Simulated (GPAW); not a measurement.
A working GPAW input for Ga₃Ni₂ (P-3m1, 5 atoms in the cell) (DFT PBEsol, plane waves, GPAW PAW datasets PBEsol (made by gpaw-setup)):

```python
from ase import Atoms
from ase.units import GPa
from gpaw import GPAW, PW

atoms = Atoms(['Ga', 'Ga', 'Ga', 'Ni', 'Ni'],
              cell=[[4.059833, 0.000000, 0.000000],
                    [-2.029916, 3.515918, 0.000000],
                    [0.000000, 0.000000, 4.924232]],
              scaled_positions=[[0.666667, 0.333333, 0.360040],
                                [0.333333, 0.666667, 0.639960],
                                [0.000000, 0.000000, 0.000000],
                                [0.666667, 0.333333, 0.857560],
                                [0.333333, 0.666667, 0.142440]],
              pbc=True)

calc = GPAW(mode=PW(850),
            xc='PBEsol',
            kpts=(7, 7, 5),
            occupations={'name': 'methfessel-paxton', 'width': 0.272, 'order': 0},
            nbands=-13,
            convergence={'forces': 0.001},
            symmetry={'symmorphic': False, 'tolerance': 0.0005},
            maxiter=150,
            txt='-')

atoms.calc = calc

energy = atoms.get_potential_energy()
print('Energy (eV):', round(energy, 6))
forces = atoms.get_forces()
print('Forces (eV/Ang):')
print(forces.round(5))
stress = atoms.get_stress()
print('Stress (GPa, Voigt):', (stress / GPa).round(4))
```

The run converged in 21 iterations: free energy E − TS (from the program's reference atoms) -28.1992 eV; Fermi level (on the code's own zero) 7.73 eV; pressure -4.00 GPa; largest force (vector length) 0.054 eV/Å. Each of these slips is then made, one at a time:

(1)
```diff
-              scaled_positions=[[0.666667, 0.333333, 0.360040],
-                                [0.333333, 0.666667, 0.639960],
+              scaled_positions=[[2.029919, 1.171971, 1.772920],
+                                [-0.000002, 2.343947, 3.151312],
-                                [0.666667, 0.333333, 0.857560],
-                                [0.333333, 0.666667, 0.142440]],
+                                [2.029919, 1.171971, 4.222824],
+                                [-0.000002, 2.343947, 0.701408]],
```

(2)
```diff
-            nbands=-13,
+            nbands=19,
```

Task: How does each altered input end?

Result: 
(1) Fractional and Cartesian coordinates mixed up. The run converged in 32 iterations without an error; against the sound input the free energy goes up by 39.4 eV/atom, the pressure goes from -4.00 to 409.3 GPa and the largest force goes from 0.054 to 169.9 eV/Å.

(2) Too few bands. The program stopped before any SCF iteration, with the message: ValueError: Too few bands! Electrons: 41.000000, bands: 19.

The starting cell comes from a database of computed structures (which also holds hypothetical and non-ambient phases and stackings), without a prior relaxation at this level. Its lattice was rescaled by a random factor within 2.5 % of one. Spin polarisation is off. In the base run, with a pressure of about -4 GPa the cell is away from its equilibrium volume at this level.

Left out of this page: 4 runs of the series outside the window shown, repeating another row's setting, or not comparable; 1 run of the series held back from this collection.
